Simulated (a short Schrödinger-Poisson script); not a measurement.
## Symmetric double-gate stack, HfO2 on p-type Si(100)

Structure: symmetric double-gate stack, HfO2 on p-type Si(100), at 300 K.

| layer | material | thickness (nm) | Na (cm⁻³) |
|---|---|---|---|
| 1 | HfO2 | 3.3 | - |
| 2 | Si | 5 | 7e15 |
| 3 | HfO2 | 3.3 | - |

The device is made up for the run: typed textbook-type constants, with dimensions and the other settings drawn at random. HfO2: permittivity 22, conduction-band edge (eV) 1.55, gap (eV) 5.7, electron mass (mₑ) 0.2. Si: permittivity 11.7, conduction-band edge (eV) 0, gap (eV) 1.124, Nv at 300 K (cm⁻³) 3.1e19.

Channel valleys (confinement mass, in-plane density-of-states mass, number): Δ2 0.916, 0.19, 2; Δ4 0.19, 0.417, 4. At the gates, both at one voltage, the conduction-band edge of layer 1 lies 1.95 eV − eVg above the Fermi level of the channel. Gaps are held at their typed values at every temperature. Mesh 0.03 nm at interfaces.

Solved with a short Schrödinger-Poisson script written for these runs: 1D Poisson equation in equilibrium, electrons quantum, Hartree (BenDaniel-Duke, 12 states a valley, the channel's in-plane mass for all, wave functions ending at the dielectric), parabolic valleys, classical holes, full ionisation, no traps, pinning or gate leakage.

```csv
Vg (V),electrons (cm⁻²),C (μF/cm²),Δ2 E0 (meV),Δ2 E1 (meV),Δ4 E0 (meV),Δ4 E1 (meV)
0.1,3.05e7,< 0.003,316.5,365.7,379.2,616.7
0.2,1.46e9,0.00920,216.5,265.8,279.3,516.7
0.3,6.55e10,0.387,118.1,167.2,180.9,418.1
0.4,1.11e12,3.31,43.7,90.5,106.5,341.4
0.5,3.83e12,5.13,9.1,50.2,72.2,301.5
0.6,7.30e12,5.90,-10.5,24.5,53.8,276.6
0.7,1.11e13,6.36,-24.5,4.9,41.6,258.4
0.8,1.52e13,6.68,-36.0,-11.5,32.7,243.9
0.9,1.94e13,6.91,-46.2,-25.9,25.6,231.6
1,2.38e13,7.10,-55.9,-39.2,19.6,220.9
1.1,2.83e13,7.25,-65.4,-51.6,14.4,211.2
```

Subbands count from the Fermi level. The capacitance is that of both gates.
